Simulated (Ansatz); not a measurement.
A self-consistent single point of BePd (P4mm, 2 atoms in the cell) with Ansatz (a first-principles code).

Method: PBEsol, harder PAW files (source: ansatz) made with PBE (plane waves; Ansatz).

The change in words: lattice scaled by 0.98; basis.ecutwfc: 420 eV → 1150 eV; hamiltonian.pseudopotentials: {kind: paw} (the program's default PAW files) → {kind: paw, source: ansatz}. Reference geometry:
```yaml
crystal:
  lattice:
    - [2.80321, 0.00000, 0.00000]
    - [0.00000, 2.80321, 0.00000]
    - [0.00000, 0.00000, 2.80321]
  atoms:
    - { symbol: Be, position: [0.00000, 0.00000, 0.01784] }
    - { symbol: Pd, position: [0.50000, 0.50000, 0.50000] }
```

Reference input (self-consistent single point, DFT, PBEsol, plane waves, default PAW files made with PBE): basis.ecutwfc = 420 eV; kpoints.mp_grid.grid = 12 12 12; hamiltonian.xc = pbesol; hamiltonian.pseudopotentials = {kind: paw} (the program's default PAW files); scf.occupations.method = fermi_dirac; scf.occupations.width = 0.1 eV. This run's input differs from it in these lines:

Ansatz 0.2 input:
```diff
@@ -2,5 +2,5 @@
   lattice:
-    - [2.803205, 0.000000, 0.000000]
-    - [0.000000, 2.803205, 0.000000]
-    - [0.000000, 0.000000, 2.803205]
+    - [2.747141, 0.000000, 0.000000]
+    - [0.000000, 2.747141, 0.000000]
+    - [0.000000, 0.000000, 2.747141]
   atoms:
@@ -9,3 +9,3 @@
 basis:
-  ecutwfc: 420.0 eV
+  ecutwfc: 1150.0 eV
 kpoints:
@@ -14,3 +14,3 @@
   xc: pbesol
-  pseudopotentials: { kind: paw }
+  pseudopotentials: { kind: paw, source: ansatz }
 scf:
```

Log, with long lists cut:

```
SCF iter   1: F=—  HF=-7312.997438 eV  |F-HF|=—  |Δ(HF+E_count)|=         —  Δρ=2.70e-1  dr2=1.96e1  ethr=3.10e-3  ⟨swp⟩=5.0  Hψ=15596  notcnv=0
all-band conjugate gradients solve this SCF's bands
preconditioner: auto → none
SCF iter   2: F=—  HF=-7310.588780 eV  |F-HF|=—  |Δ(HF+E_count)|=    2.41e0  Δρ=1.73e-1  dr2=8.31e0  ethr=3.10e-3  ⟨swp⟩=2.3  Hψ=6289  notcnv=0
SCF iter   3: F=—  HF=-7308.739753 eV  |F-HF|=—  |Δ(HF+E_count)|=    1.85e0  Δρ=1.51e-2  dr2=5.13e-2  ethr=3.10e-3  ⟨swp⟩=3.1  Hψ=6390  notcnv=0
SCF iter   4: F=—  HF=-7308.729544 eV  |F-HF|=—  |Δ(HF+E_count)|=   1.02e-2  Δρ=2.07e-3  dr2=1.16e-3  ethr=2.33e-4  ⟨swp⟩=2.0  Hψ=5160  notcnv=0  defer=7
SCF iter   5: F=—  HF=-7308.729225 eV  |F-HF|=—  |Δ(HF+E_count)|=   3.19e-4  Δρ=4.99e-4  dr2=5.00e-5  ethr=5.27e-6  ⟨swp⟩=2.2  Hψ=3897  notcnv=0  defer=7
SCF iter   6: F=—  HF=-7308.729207 eV  |F-HF|=—  |Δ(HF+E_count)|=   1.86e-5  Δρ=1.05e-4  dr2=1.66e-6  ethr=2.27e-7  ⟨swp⟩=2.0  Hψ=4042  notcnv=0  defer=7
SCF iter   7: F=-7308.729206 eV  HF=-7308.729206 eV  |F-HF|=8.18e-9  |Δ(HF+E_count)|=   2.50e-7  Δρ=1.75e-5  dr2=2.31e-8  ethr=4.55e-10  ⟨swp⟩=6.2  Hψ=15071  notcnv=0
SCF 1 converged in 7 iterations: F = -7308.729206 eV  dr2 = 2.31e-8
Free energy (F): -7308.729206 eV
Internal energy: -7308.705186 eV  (E = F + TS)
E sigma→0 (E₀):  -7308.717196 eV
Entropy (-TS):   -0.024020 eV (-12.010 meV/atom)
Fermi energy:    18.229355 eV
--- Forces (eV/Å), atoms counted from 1 ---
  atom   1  Be     0.00000000     0.00000000    -0.27015279
  atom   2  Pd     0.00000000     0.00000000     0.27028502
--- Stress (GPa, compression-positive) ---
       12.151716       0.000000       0.000000
        0.000000      12.151716       0.000000
        0.000000       0.000000      11.942342
  P = ⅓ Tr σ = 12.0819 GPa (120.819 kbar)
  The stress holds the Pulay correction. Without it, at fixed plane waves, as pw.x and ABINIT print it: P = 12.0653 GPa
```

The run converged in 7 iterations. Against the reference run the pressure goes from -0.83 to 12.08 GPa and the largest force goes from 0.216 to 0.270 eV/Å.

The starting cell comes from a database of computed structures (which also holds hypothetical and non-ambient phases and stackings), without a prior relaxation at this level. Its lattice was rescaled by up to half a per cent. One atom was moved a little off its site on purpose. For this run, on top of that: lattice scaled by 0.98. Spin polarisation is off. Ansatz's pressure includes its estimate of the finite-basis (Pulay) stress.
